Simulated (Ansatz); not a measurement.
Consider Ru in the hcp (Mg type) structure (space group P6_3/mmc, No. 194; a = 2.704 Å, c = 4.263 Å; relaxed with 0.1 eV smearing). Axes: x lies along a and z along c of the hexagonal cell.

Calculations: r2SCAN (Ansatz, an electronic-structure program; PAW; 500 eV plane waves; without spin-orbit coupling).

Now apply this change: the cell is compressed by 2.50 % along z with no lateral relaxation, atoms relaxed at fixed cell.

**Question.** Predict the stress tensor and what it implies for the stiffness.

**Answer.** Stress of the strained cell less that of the base (GPa, compression positive):
```
    5.2     0.0     0.0
    0.0     5.2     0.0
    0.0     0.0    18.8
```

Then −Δσ_ii/ε with ε = -0.0250 gives secant stiffness values (nonlinear terms included at this strain): C33 ≈ 753 GPa, C13 ≈ 210 GPa and C23 ≈ 210 GPa.

As a check, the harmonic strain energy −½ V₀ Δσ:ε is 20 meV/atom; the computed energy rise is 19 meV/atom.

No phonon test of stability was made. All final runs are without spin polarisation.
